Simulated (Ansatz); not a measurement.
Consider interstitial Li in alpha Ga2O3, charge state +1. These are PBE, PAW (plane waves to 420 eV; Ansatz, an electronic-structure program) values and carry that method's errors.

Settings: 120 host sites, the relaxed PBE lattice, the Γ point alone, smearing 0.01 eV, spin-restricted, no image-charge correction. No zero-point or tunnelling terms. The host's phase is taken as given; its stability against other phases was not computed. The charge state is imposed; whether it is stable for some Fermi level was not computed. Sites that were not tried may lie lower. The start lies 0.72 eV above the lowest site run (PBE).

Barriers: single points on a 2×2×2 k-point mesh shifted by half a step along c at the bands' geometries.

Relaxed starting cell (atoms counted from 1):

```
CELL_PARAMETERS angstrom
     10.11566     0.00000     0.00000
     -5.05783     8.76042     0.00000
      0.00000     0.00000    13.62337
ATOMIC_POSITIONS crystal
  Ga 0.99286 0.99296 0.35922
  Ga 0.00047 0.50007 0.35762
  Ga 0.50756 0.99960 0.35923
  Ga 0.50095 0.50767 0.35922
  Ga 0.33380 0.16674 0.19084
  Ga 0.32557 0.66159 0.19167
  Ga 0.83688 0.17497 0.19167
  Ga 0.83894 0.66365 0.19167
  Ga 0.16822 0.33197 0.31290
  Ga 0.16856 0.83592 0.31290
  Ga 0.66462 0.33232 0.31290
  Ga 0.66714 0.83340 0.18162
  Ga 0.33379 0.16674 0.47681
  Ga 0.33293 0.66528 0.47863
  Ga 0.83320 0.16760 0.47863
  Ga 0.83525 0.66734 0.47863
  O  0.34963 0.99963 0.24983
  O  0.35050 0.50088 0.25039
  O  0.84278 0.99965 0.24614
  O  0.84804 0.49631 0.24996
  O  0.15087 0.15091 0.24982
  O  0.14914 0.65250 0.24997
  O  0.65124 0.15004 0.25038
  O  0.65773 0.65774 0.24614
  O  0.31836 0.33325 0.41651
  O  0.32122 0.83340 0.41538
  O  0.81841 0.33423 0.41678
  O  0.82373 0.83433 0.42596
  O  0.16630 0.48386 0.41678
  O  0.16728 0.98478 0.41651
  O  0.66714 0.48751 0.41538
  O  0.66619 0.98911 0.42598
  O  0.01303 0.17931 0.41538
  O  0.01668 0.68213 0.41678
  O  0.51575 0.18219 0.41651
  O  0.51143 0.67679 0.42597
  O  0.00423 0.35140 0.24996
  O  0.99965 0.84930 0.25038
  O  0.50090 0.34967 0.24982
  O  0.50090 0.84281 0.24614
  Ga 0.33380 0.16674 0.68906
  Ga 0.33233 0.66722 0.68844
  Ga 0.83575 0.16821 0.68843
  Ga 0.83331 0.66478 0.68843
  Ga 0.16695 0.33260 0.52288
  Ga 0.16793 0.83403 0.52288
  Ga 0.66651 0.33359 0.52288
  Ga 0.66713 0.83341 0.52493
  Ga 0.00127 0.99942 0.64261
  Ga 0.00046 0.50007 0.64293
  Ga 0.50112 0.00154 0.64261
  Ga 0.49900 0.49926 0.64262
  Ga 0.16719 0.33370 0.80980
  Ga 0.16684 0.83316 0.80980
  Ga 0.66737 0.33335 0.80980
  Ga 0.66713 0.83341 0.79504
  O  0.18236 0.16621 0.58325
  O  0.18190 0.66661 0.58285
  O  0.68284 0.17073 0.58613
  O  0.68255 0.66638 0.58686
  O  0.48470 0.31817 0.58325
  O  0.48467 0.81798 0.58686
  O  0.98556 0.31863 0.58285
  O  0.98874 0.81770 0.58613
  O  0.15245 0.00042 0.75123
  O  0.15237 0.50080 0.75043
  O  0.65186 0.00212 0.74915
  O  0.65178 0.49871 0.75024
  O  0.00182 0.15274 0.75024
  O  0.99974 0.65125 0.75043
  O  0.50012 0.15171 0.75123
  O  0.49842 0.64942 0.74915
  O  0.34883 0.34809 0.75123
  O  0.34779 0.84876 0.75025
  O  0.84929 0.34817 0.75043
  O  0.85111 0.84867 0.74915
  O  0.33433 0.01583 0.58325
  O  0.32981 0.51179 0.58613
  O  0.83416 0.01586 0.58686
  O  0.83393 0.51498 0.58285
  Ga 0.17054 0.33547 0.02151
  Ga 0.16507 0.83475 0.02152
  Ga 0.66578 0.32999 0.02151
  Ga 0.66713 0.83340 0.99532
  Ga 0.00266 0.00140 0.85427
  Ga 0.00047 0.50007 0.85319
  Ga 0.49913 0.00093 0.85427
  Ga 0.49960 0.49787 0.85427
  Ga 0.33380 0.16674 0.97721
  Ga 0.32820 0.66842 0.97596
  Ga 0.84108 0.17234 0.97596
  Ga 0.83212 0.65944 0.97596
  Ga 0.00615 0.00756 0.14509
  Ga 0.00047 0.50007 0.14447
  Ga 0.49299 0.99826 0.14509
  Ga 0.50228 0.49439 0.14509
  O  0.01976 0.33753 0.91638
  O  0.01118 0.83326 0.91947
  O  0.51595 0.33261 0.91701
  O  0.50979 0.82898 0.91170
  O  0.32295 0.48936 0.91947
  O  0.31752 0.98457 0.91701
  O  0.81863 0.48077 0.91638
  O  0.82005 0.99075 0.91170
  O  0.48487 0.16608 0.08358
  O  0.50345 0.67592 0.08744
  O  0.98569 0.16984 0.08165
  O  0.98289 0.66734 0.08373
  O  0.33445 0.31846 0.08358
  O  0.33070 0.81553 0.08166
  O  0.83320 0.31523 0.08373
  O  0.82462 0.82720 0.08744
  O  0.18208 0.01566 0.08358
  O  0.18531 0.51765 0.08373
  O  0.67334 0.99710 0.08744
  O  0.68501 0.51484 0.08165
  O  0.16792 0.18301 0.91701
  O  0.16300 0.68190 0.91638
  O  0.66727 0.17758 0.91947
  O  0.67156 0.68048 0.91170
  Li 0.66708 0.83344 0.35085
```
Cell charge +1.

End state 1 differs by these moves (Å; atoms that move under 0.08 Å are left out):

| atom | element | Δx | Δy | Δz |
|---|---|---|---|---|
| 1 | Ga | 0.05 | 0.06 | -0.06 |
| 3 | Ga | -0.08 | 0.02 | -0.06 |
| 4 | Ga | 0.02 | -0.07 | -0.06 |
| 12 | Ga | 0.00 | 0.00 | 1.73 |
| 14 | Ga | 0.08 | 0.02 | -0.06 |
| 15 | Ga | -0.02 | -0.07 | -0.06 |
| 16 | Ga | -0.05 | 0.06 | -0.06 |
| 28 | O | 0.00 | -0.02 | -0.25 |
| 32 | O | 0.01 | 0.01 | -0.25 |
| 36 | O | -0.01 | 0.01 | -0.25 |
| 48 | Ga | 0.00 | 0.00 | 1.73 |
| 56 | Ga | 0.00 | 0.00 | 0.59 |
| 67 | O | 0.15 | -0.10 | -0.04 |
| 72 | O | 0.01 | 0.18 | -0.04 |
| 76 | O | -0.16 | -0.08 | -0.04 |
| 84 | Ga | 0.00 | 0.00 | 0.59 |
| 100 | O | 0.00 | 0.08 | 0.14 |
| 104 | O | 0.07 | -0.04 | 0.14 |
| 106 | O | -0.15 | -0.10 | -0.04 |
| 112 | O | 0.16 | -0.08 | -0.04 |
| 115 | O | -0.01 | 0.18 | -0.04 |
| 120 | O | -0.07 | -0.04 | 0.14 |
| 121 | Li | 0.00 | 0.00 | 1.79 |

Problem. What forward and backward barriers to end state 1 does PBE, PAW give?

Solution. forward 1.90 eV, backward 1.90 eV; at the saddle point atom 121 has neighbours 3 O at 1.72 Å. The saddle point's order was not checked, and it lies on a symmetry element of the cell, where a band can be held.
